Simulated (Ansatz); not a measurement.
## Zigzag WS2 nanoribbon, N = 6, bare edges

The numbers are results of PBE (plane waves to 420 eV, PAW; Ansatz, an electronic-structure program), not measurements. Mesh 1×1×20. Collinear spin, started with opposed moments, and moments remain. Periodic along z alone, with about 11 Å of vacuum beside it. An idealised model, cut from the flat sheet. Only distortions within the start's symmetry and period were free. Values not marked SOC lack spin–orbit coupling. Fermi–Dirac width 0.05 eV. The two edges differ, and the field of the images 11 Å away isn't corrected.

* **period along the axis (18 atoms)**: 3.155 Å
* **largest distance between nuclei across the axis**: 14.75 Å
* **edge energy against the flat WS2 sheet, per length of one edge**: +0.749 eV/Å
* **net spin moment**: 0.62 μB a period
* **PBE gap**: none (under 0.01 eV)

```yaml
crystal:
  lattice:
    - [26.00000, 0.00000, 0.00000]
    - [0.00000, 14.50000, 0.00000]
    - [0.00000, 0.00000, 3.15456]
  atoms:
    - { symbol: S, position: [0.21344, 0.39771, 0.00000] }
    - { symbol: S, position: [0.21344, 0.60229, 0.00000] }
    - { symbol: W, position: [0.25259, 0.50000, 0.50000] }
    - { symbol: S, position: [0.32303, 0.39102, 0.50000] }
    - { symbol: S, position: [0.32303, 0.60898, 0.50000] }
    - { symbol: W, position: [0.35867, 0.50000, 0.00000] }
    - { symbol: S, position: [0.42941, 0.39127, 0.00000] }
    - { symbol: S, position: [0.42941, 0.60873, 0.00000] }
    - { symbol: W, position: [0.46509, 0.50000, 0.50000] }
    - { symbol: S, position: [0.53589, 0.39138, 0.50000] }
    - { symbol: S, position: [0.53589, 0.60862, 0.50000] }
    - { symbol: W, position: [0.57156, 0.50000, 0.00000] }
    - { symbol: S, position: [0.64255, 0.39177, 0.00000] }
    - { symbol: S, position: [0.64255, 0.60823, 0.00000] }
    - { symbol: W, position: [0.67874, 0.50000, 0.50000] }
    - { symbol: S, position: [0.75045, 0.38782, 0.50000] }
    - { symbol: S, position: [0.75045, 0.61218, 0.50000] }
    - { symbol: W, position: [0.77789, 0.50000, 0.00000] }
```
